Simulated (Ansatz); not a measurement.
Input and output of a self-consistent single point for Cu3AsS4 (R3m, 8 atoms in the cell) (Ansatz, a quantum-chemistry and plane-wave program).

Method: PBEsol, default PAW files made with PBE (plane waves; Ansatz).

The change in words: lattice scaled by 0.98; kpoints.mp_grid.grid: 6 6 6 → 5 5 5. Reference geometry:
```xyz
8
Lattice="5.2855 0.0000 0.0000 0.0000 5.2855 0.0000 0.0000 0.0000 5.2855" Properties=species:S:1:pos:R:3 pbc="T T T"
Cu     0.0000     2.6428     2.6428
Cu     2.6428     0.0000     2.6428
Cu     2.6428     2.6428     0.0000
As     0.0289     0.0289     0.0289
S      1.3355     3.9500     3.9500
S      3.9500     3.9500     1.3355
S      3.9500     1.3355     3.9500
S      1.3355     1.3355     1.3355
```

Reference input (self-consistent single point, DFT, PBEsol, plane waves, default PAW files made with PBE): basis.ecutwfc = 420 eV; kpoints.mp_grid.grid = 6 6 6; hamiltonian.xc = pbesol; hamiltonian.pseudopotentials = {kind: paw} (the program's default PAW files); scf.occupations.method = gaussian; scf.occupations.width = 0.1 eV. This run's input differs from it in these lines:

Ansatz 0.2 input:
```diff
@@ -3,14 +3,14 @@
   lattice:
-    - [5.285506, 0.000000, 0.000000]
-    - [0.000000, 5.285506, 0.000000]
-    - [0.000000, 0.000000, 5.285506]
+    - [5.179796, 0.000000, 0.000000]
+    - [0.000000, 5.179796, 0.000000]
+    - [0.000000, 0.000000, 5.179796]
   atoms:
-    - { symbol: Cu, position_ang: [0.000000, 2.642753, 2.642753] }
-    - { symbol: Cu, position_ang: [2.642753, 0.000000, 2.642753] }
-    - { symbol: Cu, position_ang: [2.642753, 2.642753, 0.000000] }
-    - { symbol: As, position_ang: [0.028869, 0.028869, 0.028869] }
-    - { symbol: S, position_ang: [1.335542, 3.949964, 3.949964] }
-    - { symbol: S, position_ang: [3.949964, 3.949964, 1.335542] }
-    - { symbol: S, position_ang: [3.949964, 1.335542, 3.949964] }
-    - { symbol: S, position_ang: [1.335542, 1.335542, 1.335542] }
+    - { symbol: Cu, position_ang: [0.000000, 2.589898, 2.589898] }
+    - { symbol: Cu, position_ang: [2.589898, 0.000000, 2.589898] }
+    - { symbol: Cu, position_ang: [2.589898, 2.589898, 0.000000] }
+    - { symbol: As, position_ang: [0.028292, 0.028292, 0.028292] }
+    - { symbol: S, position_ang: [1.308831, 3.870965, 3.870965] }
+    - { symbol: S, position_ang: [3.870965, 3.870965, 1.308831] }
+    - { symbol: S, position_ang: [3.870965, 1.308831, 3.870965] }
+    - { symbol: S, position_ang: [1.308831, 1.308831, 1.308831] }
 basis:
@@ -18,3 +18,3 @@
 kpoints:
-  mp_grid: { grid: [6, 6, 6] }
+  mp_grid: { grid: [5, 5, 5] }
 hamiltonian:
```

Output, abridged:

```
SCF iter   1: F=—  HF=-28120.728621 eV  |F-HF|=—  |Δ(HF+E_count)|=         —  Δρ=9.16e-3  dr2=7.67e-2  ethr=1.77e-3  ⟨swp⟩=6.3  Hψ=4184  notcnv=0  defer=19
all-band conjugate gradients solve this SCF's bands
preconditioner: auto → LDOS
SCF iter   2: F=—  HF=-28120.765552 eV  |F-HF|=—  |Δ(HF+E_count)|=   3.69e-2  Δρ=1.68e-2  dr2=2.37e-1  ethr=7.99e-5  ⟨swp⟩=2.0  Hψ=2291  notcnv=0  defer=84
   [... lines left out ...]
SCF iter   5: F=—  HF=-28120.706865 eV  |F-HF|=—  |Δ(HF+E_count)|=   6.90e-5  Δρ=2.09e-4  dr2=4.45e-5  ethr=4.15e-7  ⟨swp⟩=2.0  Hψ=1703  notcnv=0  defer=24
SCF iter   6: F=—  HF=-28120.707048 eV  |F-HF|=—  |Δ(HF+E_count)|=   1.83e-4  Δρ=2.87e-5  dr2=1.82e-6  ethr=4.63e-8  ⟨swp⟩=2.0  Hψ=1506  notcnv=0  defer=24
SCF iter   7: F=—  HF=-28120.707048 eV  |F-HF|=—  |Δ(HF+E_count)|=   2.60e-7  Δρ=1.01e-5  dr2=1.14e-7  ethr=1.89e-9  ⟨swp⟩=2.0  Hψ=1707  notcnv=0  defer=24
SCF iter   8: F=-28120.707048 eV  HF=-28120.707048 eV  |F-HF|=2.36e-9  |Δ(HF+E_count)|=   1.84e-8  Δρ=2.01e-6  dr2=4.44e-9  ethr=1.04e-10  ⟨swp⟩=8.8  Hψ=4616  notcnv=0
SCF 1 converged in 8 iterations: F = -28120.707048 eV  dr2 = 4.44e-9
Free energy (F): -28120.707048 eV
Internal energy: -28120.700091 eV  (E = F + TS)
E sigma→0 (E₀):  -28120.703569 eV
Entropy (-TS):   -0.006957 eV (-0.870 meV/atom)
Fermi energy:    9.576319 eV
--- Forces (eV/Å), atoms counted from 1 ---
  atom   1  Cu    -0.04723563     0.03595082     0.03595082
  atom   2  Cu     0.03595082    -0.04723563     0.03595082
  atom   3  Cu     0.03595082     0.03595082    -0.04723563
  atom   4  As    -0.37633195    -0.37633195    -0.37633195
  atom   5  S      0.11163771    -0.05338811    -0.05338811
  atom   6  S     -0.05338811    -0.05338811     0.11163771
  atom   7  S     -0.05338811     0.11163771    -0.05338811
  atom   8  S      0.34680543     0.34680543     0.34680543
--- Stress (GPa, compression-positive) ---
        2.278674       0.314095       0.314095
        0.314095       2.278674       0.314095
        0.314095       0.314095       2.278674
  P = ⅓ Tr σ = 2.2787 GPa (22.787 kbar)
  The stress holds the Pulay correction. Without it, at fixed plane waves, as pw.x and ABINIT print it: P = 2.2355 GPa
```

The run converged in 8 iterations. Against the reference run the free energy goes down by 1.8 meV/atom, the pressure goes from -2.58 to 2.28 GPa and the largest force goes from 0.582 to 0.652 eV/Å.

The starting cell comes from a database of computed structures (which also holds hypothetical and non-ambient phases and stackings), without a prior relaxation at this level. Its lattice was rescaled by up to half a per cent. One atom was moved a little off its site on purpose. For this run, on top of that: lattice scaled by 0.98. Spin polarisation is off. Ansatz's pressure includes its estimate of the finite-basis (Pulay) stress. The run gives no clean gap (levels at the Fermi energy touch, overlap or are partly filled at this smearing), which alone does not show that the compound is a metal.
